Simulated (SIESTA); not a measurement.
Worked example: self-consistent single point of a (110) slab of Bi (cut from a parent of space group no. 229; 4 atoms in the cell) in SIESTA.

Level of theory: GGA PBEsol, numerical atomic orbitals TZP, PseudoDojo PBEsol standard norm-conserving potentials (rewritten from UPF to PSML) (SIESTA).

```
CELL_PARAMETERS angstrom
      3.44223     0.00000     0.00000
     -4.58964     3.24537     0.00000
      0.00000     0.00000    22.43172
ATOMIC_POSITIONS crystal
  Bi 0.00000 0.25000 0.31206
  Bi 0.00000 0.75000 0.43735
  Bi 0.00000 0.25000 0.56264
  Bi 0.00000 0.75000 0.68794
```

Reference input (self-consistent single point, DFT, GGA PBEsol, numerical atomic orbitals TZP, PseudoDojo PBEsol standard norm-conserving potentials (rewritten from UPF to PSML)): XC.functional = GGA; XC.authors = PBEsol; potentials = PseudoDojo PBEsol standard; PAO.BasisSize = TZP; PAO.EnergyShift = 0.005 Ry; MeshCutoff = 300 Ry; kgrid.MonkhorstPack = 8 8 1; OccupationFunction = MP; OccupationMPOrder = 0; ElectronicTemperature = 100 meV; MaxSCFIterations = 150; SCF.Mixer.Method = Pulay. This run's input differs from it in these lines:

```diff
@@ -29,4 +29,4 @@
 %block kgrid.MonkhorstPack
-    8   0   0  0.0
-    0   8   0  0.0
+   14   0   0  0.0
+    0  14   0  0.0
     0   0   1  0.0
```

Output, abridged:

```
        iscf     Eharris(eV)        E_KS(eV)     FreeEng(eV)     dDmax    Ef(eV) dHmax(eV)
   scf:    1    -8888.356857    -8887.058382    -8887.072748  0.700362 -3.562233  4.063148
   scf:    2    -8887.085491    -8887.207997    -8887.224028  0.045035 -3.672264  1.937190
   scf:    3    -8887.299559    -8887.280933    -8887.296007  0.017637 -3.670935  1.866950
   scf:    4    -8887.528969    -8887.423338    -8887.438255  0.086045 -3.885637  0.113991
   scf:    5    -8887.423536    -8887.424259    -8887.439046  0.009060 -3.887250  0.094636
   [... 3 lines left out ...]
   scf:    9    -8887.424765    -8887.424758    -8887.439652  0.000330 -3.869544  0.003337
   scf:   10    -8887.424759    -8887.424758    -8887.439652  0.000041 -3.869403  0.002922
   scf:   11    -8887.424766    -8887.424762    -8887.439654  0.000239 -3.868524  0.000366
   scf:   12    -8887.424762    -8887.424762    -8887.439654  0.000009 -3.868512  0.000327
SCF Convergence by DM+H criterion
max |DM_out - DM_in|         :     0.0000086726
max |H_out - H_in|      (eV) :     0.0003266506
SCF cycle converged after 12 iterations

Using DM_out to compute the final energy and forces

siesta: E_KS(eV) =            -8887.4248

siesta: E_KS - E_eggbox =     -8887.4248

siesta: Atomic forces (eV/Ang):
     1   -0.000000   -0.000000    0.385788
     2   -0.000000   -0.000000   -0.395126
     3   -0.000000   -0.000000    0.395124
     4   -0.000000   -0.000000   -0.385786
   Tot   -0.000000   -0.000000   -0.000000
   Max    0.395126
   Res    0.225446    sqrt( Sum f_i^2 / 3N )
   Max    0.395126    constrained

Stress tensor Voigt[x,y,z,yz,xz,xy] (kbar):       21.18       21.83       13.64        0.00       -0.00        1.00
(Free)E + p*V (eV/cell)    -8890.3933
   [... lines left out ...]
siesta: FreeEng =     -8887.439654
siesta: Cell volume =        250.591784 Ang**3
siesta:         -18.88455936        -14.31878027  kBar
   [... lines left out ...]

mulliken: Qtot =       60.000

Mulliken Atomic Populations:
Atom #   charge [q] valence [e]  Species
     1     0.036919   14.963081  Bi
     2    -0.036919   15.036919  Bi
     3    -0.036919   15.036919  Bi
     4     0.036919   14.963081  Bi
 Total     0.000000

siesta: Electric dipole (a.u.)  =   -0.000000   -0.000000   -0.000002
siesta: Electric dipole (Debye) =   -0.000000   -0.000000   -0.000004
```

The run converged in 12 iterations. Against the reference run the free energy drops by 7.8 meV/atom and the largest force goes from 0.368 to 0.395 eV/Å.

The starting cell comes from a database of computed structures (which also holds hypothetical and non-ambient phases and stackings), without a prior relaxation at this level. The slab is cut from that crystal, and its faces are unrelaxed. Its lattice was rescaled by up to half a per cent. Values carry the incompleteness of an atom-centred basis.

Cost on one core of a shared machine: roughly 90 s.
